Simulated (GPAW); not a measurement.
# Input and output of a self-consistent single point for SrTiO₃ (Pm-3m, 5 atoms in the cell) (GPAW)

Method of the run: revPBE, GPAW PAW datasets revPBE (gpaw-data 1.0.1) (plane waves; GPAW 25.7.0).

Input as run:

```python
from ase import Atoms
from ase.units import GPa
from gpaw import GPAW, PW

atoms = Atoms(['Sr', 'Ti', 'O', 'O', 'O'],
              cell=[[3.993693, 0.000000, 0.000000],
                    [0.000000, 3.993693, 0.000000],
                    [0.000000, 0.000000, 3.993693]],
              positions=[[0.000000, 0.000000, 0.000000],
                         [1.996846, 1.996846, 1.996846],
                         [1.996846, 0.000000, 1.996846],
                         [0.000000, 1.996846, 1.996846],
                         [1.996846, 1.996846, 0.000000]],
              pbc=True)

calc = GPAW(mode=PW(900),
            xc='revPBE',
            kpts={'size': (4, 4, 4), 'gamma': True},
            occupations={'name': 'methfessel-paxton', 'width': 0.02, 'order': 0},
            nbands=-4,
            convergence={'density': 1e-05, 'energy': 1e-05, 'bands': -2},
            symmetry={'symmorphic': False, 'tolerance': 0.0005},
            maxiter=120)

atoms.calc = calc

energy = atoms.get_potential_energy()
print('Energy (eV):', round(energy, 6))
forces = atoms.get_forces()
print('Forces (eV/Ang):')
print(forces.round(5))
stress = atoms.get_stress()
print('Stress (GPa, Voigt):', (stress / GPa).round(4))
```

Log, with long lists cut:

```
Input parameters:
  convergence: {bands: -2,
                density: 1e-05,
                energy: 1e-05}
  kpts: {gamma: True,
         size: (4, 4, 4)}
  maxiter: 120
  mode: {ecut: 900.0000000000001,
         name: pw}
  nbands: -4
  occupations: {name: methfessel-paxton,
                order: 0,
                width: 0.02}
  symmetry: {symmorphic: False,
             tolerance: 0.0005}
  xc: revPBE

species:
  Sr:
    name: Strontium
    Z: 38.0
    valence: 10
    core: 28
    charge: 0.0
    file: Sr.revPBE.gz

    # Using partial waves for Sr as LCAO basis

  Ti:
    name: Titanium
    Z: 22.0
    valence: 12
    core: 10
    charge: 0.0
    file: Ti.revPBE.gz

    # Using partial waves for Ti as LCAO basis

  O:
    name: Oxygen
    Z: 8.0
    valence: 6
    core: 2
    charge: 0.0
    file: O.revPBE.gz

    # Using partial waves for O as LCAO basis

Reference energy: -115856.614496  # eV

Spin-paired calculation

Convergence criteria:
 Maximum [total energy] change in last 3 cyles: 1e-05 eV / valence electron
 Maximum integral of absolute [dens]ity change: 1e-05 electrons / valence electron
 Maximum integral of absolute [eigenst]ate change: 4e-08 eV^2 / valence electron
 Maximum number of scf [iter]ations: 120

Symmetries present (total): 48
Symmetries with fractional translations: 0
64 k-points: 4 x 4 x 4 Monkhorst-Pack grid + [1/8,1/8,1/8]
10 k-points in the irreducible part of the Brillouin zone
       k-points in crystal coordinates                weights
   0:     0.00000000    0.00000000    0.00000000          1/64
   1:     0.25000000    0.00000000    0.00000000          6/64
   2:     0.25000000    0.25000000    0.00000000         12/64
   [... 7 lines left out ...]

Wave functions: Plane wave expansion
  Cutoff energy: 900.000 eV
  Number of coefficients (min, max): 3880, 3948
  Pulay-stress correction: 0.000000 eV/Ang^3 (de/decut=0.000000)

Occupation numbers: Methfessel-Paxton:
  width: 0.0200  # eV
  order: 0

Eigensolver

Densities:
  Coarse grid: 28*28*28 grid
  Fine grid: 56*56*56 grid
  Total Charge: 0.000000

Density mixing:
  Method: separate
  Backend: pulay
  Linear mixing parameter: 0.05
  old densities: 5
  Damping of long wavelength oscillations: 50

Hamiltonian:
  XC and Coulomb potentials evaluated on a 56*56*56 grid
  External potential:
    NoExternalPotential

XC parameters: revPBE with 2 nearest neighbor stencil

Number of atoms: 5
Number of atomic orbitals: 30
Number of bands in calculation: 24
Number of valence electrons: 40
Bands to converge: 22

Density initialized from atomic densities
  24 bands from LCAO basis set

Atomic positions and initial magnetic moments

Positions:
   0 Sr     0.000000    0.000000    0.000000    ( 0.0000,  0.0000,  0.0000)
   1 Ti     1.996846    1.996846    1.996846    ( 0.0000,  0.0000,  0.0000)
   2 O      1.996846    0.000000    1.996846    ( 0.0000,  0.0000,  0.0000)
   3 O      0.000000    1.996846    1.996846    ( 0.0000,  0.0000,  0.0000)
   4 O      1.996846    1.996846    0.000000    ( 0.0000,  0.0000,  0.0000)

Unit cell:
           periodic     x           y           z      points  spacing
  1. axis:    yes    3.993693    0.000000    0.000000    28     0.1426
  2. axis:    yes    0.000000    3.993693    0.000000    28     0.1426
  3. axis:    yes    0.000000    0.000000    3.993693    28     0.1426

  Lengths:   3.993693   3.993693   3.993693
  Angles:   90.000000  90.000000  90.000000

Effective grid spacing dv^(1/3) = 0.1426

     iter     time        total  log10-change:
                         energy   eigst   dens
iter:   1 --:--:--   -43.325194   +0.42
iter:   2 --:--:--   -41.516594   -0.59  -0.95
iter:   3 --:--:--   -37.688810   +0.17  -1.02
iter:   4 --:--:--   -37.832784   -0.69  -1.38
iter:   5 --:--:--   -38.088397   -1.58  -1.42
iter:   6 --:--:--   -37.950314   -0.66  -1.59
   [... 3 lines left out ...]
iter:  10 --:--:--   -37.905916   -3.10  -2.34
iter:  11 --:--:--   -37.917406   -2.76  -2.37
iter:  12 --:--:--   -37.893602   -2.21  -2.30
iter:  13 --:--:--   -37.894387   -2.73  -2.99
iter:  14 --:--:--   -37.894438   -3.46  -3.38
iter:  15 --:--:--   -37.894290c  -4.30  -3.44
iter:  16 --:--:--   -37.894252c  -4.62  -3.36
iter:  17 --:--:--   -37.894252c  -5.56  -3.67
iter:  18 --:--:--   -37.894243c  -5.43  -3.67
iter:  19 --:--:--   -37.894228c  -5.73  -3.79
iter:  20 --:--:--   -37.894224c  -5.74  -3.83
   [... 4 lines left out ...]
iter:  25 --:--:--   -37.894224c  -5.90  -4.14
iter:  26 --:--:--   -37.894224c  -6.87  -4.75
iter:  27 --:--:--   -37.894224c  -6.70  -4.74
iter:  28 --:--:--   -37.894224c  -7.12  -4.57
iter:  29 --:--:--   -37.894224c  -7.07  -4.96
iter:  30 --:--:--   -37.894223c  -7.43c -4.88
iter:  31 --:--:--   -37.894223c  -8.09c -5.47c

Converged after 31 iterations.

Dipole moment: (-0.000009, -0.000009, -0.000009) |e|*Ang

Energy contributions relative to reference atoms: (reference = -115856.614496)

Kinetic:        +34.037659
Potential:      -38.863117
External:        +0.000000
XC:             -33.719850
Entropy (-ST):   -0.000000
Local:           +0.651085
SIC:             +0.000000
--------------------------
Free energy:    -37.894223
Extrapolated:   -37.894223

Showing only first 2 kpts
 Kpt  Band  Eigenvalues  Occupancy
  0    18      5.59596    2.00000
  0    19      5.59596    2.00000
  0    20      7.74927    0.00000
  0    21      7.74927    0.00000

  1    18      5.37764    2.00000
  1    19      5.37764    2.00000
  1    20      7.81348    0.00000
  1    21      8.68269    0.00000

Fermi level: 6.37509

Gap: 1.775 eV
Transition (v -> c):
  (s=0, k=9, n=19, [0.50, 0.50, 0.50]) -> (s=0, k=0, n=20, [0.00, 0.00, 0.00])
Direct/indirect transitions are different
Direct gap: 2.153 eV
Transition at: (s=0, k=0, n=19, [0.00, 0.00, 0.00])
Energy (eV): -37.894223

Forces in eV/Ang:
  0 Sr    0.00000   -0.00000   -0.00000
  1 Ti    0.00000    0.00000    0.00000
  2 O     0.00000   -0.00000   -0.00000
  3 O     0.00000    0.00000    0.00000
  4 O    -0.00000   -0.00000   -0.00000

Stress tensor:
     0.016743     0.000000     0.000000
     0.000000     0.016743     0.000000
     0.000000     0.000000     0.016743
Stress (GPa, Voigt): [2.6825 2.6825 2.6825 0.     0.     0.    ]
```

The run converged in 31 iterations. GPAW prints stress with tension positive.

At such cutoffs GPAW's stress carries a finite-basis (Pulay) error, which enters relaxed cells too; its log prints stress with tension positive.

The starting cell comes from a database of computed structures (which also holds hypothetical and non-ambient phases and stackings), without a prior relaxation at this level. Its lattice was rescaled by a random factor within 2.5 % of one.
